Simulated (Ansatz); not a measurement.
System: L1₂ (Cu3Au-type) Al₃Sc. Method: PBE0-D3(BJ) (Ansatz, a first-principles code, PAW).

Total energies, extrapolated to zero smearing (they compare only within this program, potentials and cutoff):

| system | energy (eV/atom) |
|---|---|
| L1₂ (Cu3Au-type) Al₃Sc, relaxed | -938.4700 |
| hcp Sc | -2136.5492 |
| fcc Al | -538.3694 |

### Question
Work out the formation enthalpy per atom.

### Answer
ΔH_f ≈ ΔE = -938.4700 − [1 × (-2136.5492) + 3 × (-538.3694)]/4 = -0.556 eV/atom (0 K, no vibrations). The reference value is -0.451 ± 0.02 eV/atom (measured, 298 K, copied from a table, unchecked, no zero-point or thermal correction; as tabulated in Wang et al. (2021), doi:10.1038/s41598-021-94550-5), a difference of -0.105 eV/atom.

The PAW data were made under PBE.
